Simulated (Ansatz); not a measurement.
Functionals compared on a constructed model of the (0001) surface of hcp Hf, a pseudomorphic layer of Sc in the host's stacking (bottom of the slab: a bare face, its two planes held), in Ansatz (plane waves, PAW). The structure was relaxed with PBE; the other rows are single points on it. Cutoff 420 eV (500 eV for r2SCAN).

Set-up: 7 atoms, 15.7 Å thick at the start; mesh 13x13x1; 0.1 eV smearing; dipole correction on; 2 atoms held, the rest relaxed; symmetry of the start imposed; no spin, no spin-orbit, no U. It is one candidate, not shown to be the stable structure of the face. These notes are the PBE run's.

```csv
functional,work function of the top face (eV),rough cost of the single point
PBE,3.87,–
RPBE,3.79,very roughly 80 core-seconds
r2SCAN,[?],roughly 2.4 core-minutes
```

Q: Complete the blanks.

A: 
- r2SCAN, work function of the top face (eV): 4.02

Ansatz is a quantum-chemistry and plane-wave program.
